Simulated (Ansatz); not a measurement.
Take KBr in the rock salt structure (space group Fm-3m, No. 225; a = 6.549 Å) as the base.

Calculations: Ansatz (a quantum-chemistry and plane-wave program), PBEsol, PAW, cutoff 420 eV, scalar-relativistic without spin-orbit coupling.

Base values:

```
Item        Result
--------  --------
Pressure  0.01 GPa
```

Modification: the cell is scaled by 0.9850 in all directions, atoms relaxed at fixed cell.

Problem. How does this affect the energy relative to the base?

Solution. The energy goes up by 3.7 meV/atom.

Problem. What happens to the pressure?

Solution. The pressure grows by 0.78 GPa to 0.79 GPa.

Problem. How does this affect the mean gap deformation potential ΔEg/Δln V?

Solution. The mean gap deformation potential ΔEg/Δln V comes out as -2.6 eV.

The cells carry an imposed strain or load. Stability against distortions was not tested.
